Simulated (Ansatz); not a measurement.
## C: energy against strain

C (diamond, Fd-3m, 5.610 Å³/atom at rest, cube axes along x, y and z) under a strain ε along a cube axis (axis z), the other axes held. PBEsol in Ansatz, a plane-wave DFT program (PAW, default set), 420 eV, 16×16×16 Γ-centred mesh, Fermi-Dirac smearing 0.05 eV; ions are relaxed within the symmetry of each cell.

Here s stands for strain and y for E less E0.

| strain (%) | E less E0 (meV/atom) |
|---|---|
| -3.00 | ? |
| -1.50 | 4.28 |
| -1.00 | 1.89 |
| -0.50 | 0.46 |
| 0.00 | 0.00 |
| 0.50 | 0.46 |
| 1.00 | 1.85 |
| 1.50 | 4.14 |

Q: Fit y against s with a parabola, and predict the withheld value at s = -3.00.

A: Least squares gives y = -0.005 - 0.0357·s + 1.8733·s². Residuals (row less fit): 0.017, -0.014, -0.021, 0.005, 0.015, 0.017, -0.016; standard error 0.021 (degrees of freedom: 4). Twice the quadratic coefficient over the volume, 2 × 1.8733 meV × 10⁴ × 0.1602 / 5.610 Å³, is the elastic constant C11 = 1070 ± 5 GPa. At the withheld row, y = -0.005 - 0.0357 × (-3.0) + 1.8733 × (-3.0)² = 16.962 meV/atom. The calculation gives 17.32 meV/atom, 0.358 meV/atom above the prediction (2.1 % of the range of y in the table). The row lies outside the fitted rows, so this is an extrapolation. From the scatter of the fitted rows alone, a prediction at this place has a standard error of 0.079 meV/atom, so the miss is 4.5 times that.

One order more, fitted to all 13 runs of the series, follows each within 0.01, so the miss is the next term of a smooth law. Rows are the converged runs of the series near zero and its far end; series whose fitted rows scatter by over a few per cent of the range, as at a crossing or softening among them, aren't shown in this form. Most that stay on the fit to the last digits aren't either.
